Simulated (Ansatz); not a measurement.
## BaAg2GeS4: transverse stress against strain

BaAg2GeS4 (I-42m, 22.765 Å³/atom and stress up to 0.01 GPa in the relaxed cell, c along z) under a strain ε along c (axis z), the other axes held. PBEsol in Ansatz, a plane-wave DFT program (PAW, default set), 420 eV, 7×7×7 Γ-centred mesh, Fermi-Dirac smearing 0.05 eV; ions are relaxed, or left where forces stay under 0.02 eV/Å, within the symmetry of each cell. Stress is positive for a compressed cell.

Here s stands for strain and y for stress xx.

```
strain (%)  stress xx (GPa)
----------  ---------------
-1.50                  0.63
-0.75                  0.31
0.00                   0.00
0.75                  -0.30
1.50                  -0.60
3.00                      ?
```

The 5 complete rows are fitted with a straight line, y against s. Means: s 0, y 0.008. About the means, the sum of products is -2.3025 and the sum of squares of s is 5.6250; the slope is their ratio. Least squares gives y = 0.008 - 0.4093·s. Residuals (row less fit): 0.008, -0.005, -0.008, -0.001, 0.006; standard error 0.008 (degrees of freedom: 3). The slope gives the elastic constant C13 = 40.9 ± 0.3 GPa (± standard error of the fit, which holds the terms cut off).

Q: Estimate the missing y (s = 3.00); what did the run itself give?

A: y = 0.008 - 0.4093 × 3.00 = -1.220 GPa. The calculation gives -1.17 GPa, 0.050 GPa above the prediction (2.8 % of the range of y in the table). The row lies outside the fitted rows, so this is an extrapolation. From the scatter of the fitted rows alone, a prediction at this place has a standard error of 0.013 GPa, so the miss is 3.8 times that.

A polynomial of degree 2 through the 8 other runs of the series gives -1.17 there, so most of the miss is curvature that the fit leaves out. The start is a measured cell from the literature; how it stands against other phases or cation orders wasn't checked. Rows are the converged runs of the series near zero and its far end; series whose fitted rows scatter by over a few per cent of the range, as at a crossing or softening among them, aren't shown in this form, nor equations of state whose B0' disagrees with the runs' pressures. Most that stay on the fit to the last digits aren't either.
